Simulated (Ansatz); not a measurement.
Ta on the Zr site (Ta_Zr) in rock-salt ZrN (start: the Zr site; 64-site cell, 4×4×4 shifted sampling), N-rich (Δμ(Zr) = -3.46 eV, Δμ(Ta) = -2.77 eV, bounded by Ta3N5 (Cmcm); only phases computed here count, gases as isolated molecules at 0 K). Level of theory: PBE, PAW (plane waves to 420 eV; Ansatz, a first-principles code). In charge state 0 (not spin-polarised) the formation energy is 1.08 eV. The crystal has 4.12 × 10^22 Zr sites per cm³.

Estimate the equilibrium concentration at 900 K in the dilute limit, leaving out vibrational entropy and degeneracy.

kT = 0.0776 eV; c = N exp(−E_f / kT) = 4.12 × 10^22 × exp(−13.9) ≈ 4 × 10^16 cm^-3. An error of 0.2 eV in E_f moves this by a factor of 13.
